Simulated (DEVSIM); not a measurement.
Device: Pt/AlN/SiO2/p-Si capacitor, at 300 K.

```tsv
layer (left to right)	material	thickness (nm)	Na (cm⁻³)
1	AlN	6.60	-
2	SiO2	0.690	-
3	Si	770	5.6e17
```

Metal gate on the left, work function 5.6 eV. Fixed charge at the semiconductor interface -6.5e10 cm⁻² (in units of +e); no interface traps.

This is a model device: material constants are rounded textbook-type values typed into the input, and sizes, dopings and lifetimes were drawn at random. Values at 300 K.

```
parameter      AlN  SiO2       Si
-------------  ---  ----  -------
gap (eV)       6.1     9    1.124
affinity (eV)  1.9   0.9     4.05
permittivity   8.5   3.9     11.7
Nc (cm⁻³)        -     -  2.86e19
Nv (cm⁻³)        -     -   3.1e19
```

Model (solved in DEVSIM): 1D Poisson equation in equilibrium, Boltzmann statistics, complete ionisation; no quantum confinement or tunnelling. Metal contacts follow the ideal Schottky-Mott rule: no Fermi-level pinning, no interface dipoles.

The interface trap density was swept, all else fixed.

```json
[
 {"interface trap density (cm^-2 eV^-1)": "0", "threshold voltage (band bending 2φF) (V)": "1.90", "minimum of the low-frequency capacitance (μF/cm²)": "0.198", "flat-band voltage (V)": "0.54"},
 {"interface trap density (cm^-2 eV^-1)": "1e10", "threshold voltage (band bending 2φF) (V)": "1.90", "minimum of the low-frequency capacitance (μF/cm²)": "0.199", "flat-band voltage (V)": "0.54"},
 {"interface trap density (cm^-2 eV^-1)": "1e11", "threshold voltage (band bending 2φF) (V)": "1.91", "minimum of the low-frequency capacitance (μF/cm²)": "0.207", "flat-band voltage (V)": "0.53"},
 {"interface trap density (cm^-2 eV^-1)": "3e11", "threshold voltage (band bending 2φF) (V)": "1.92", "minimum of the low-frequency capacitance (μF/cm²)": "0.225", "flat-band voltage (V)": "0.51"},
 {"interface trap density (cm^-2 eV^-1)": "1e12", "threshold voltage (band bending 2φF) (V)": "1.94", "minimum of the low-frequency capacitance (μF/cm²)": "0.283", "flat-band voltage (V)": "0.42"},
 {"interface trap density (cm^-2 eV^-1)": "2e12", "threshold voltage (band bending 2φF) (V)": "1.99", "minimum of the low-frequency capacitance (μF/cm²)": "0.353", "flat-band voltage (V)": "0.31"}
]
```

From the first row to the last the threshold voltage (band bending 2φF) goes from 1.90 to 1.99. From the first row to the last the minimum of the low-frequency capacitance goes from 0.198 to 0.353.
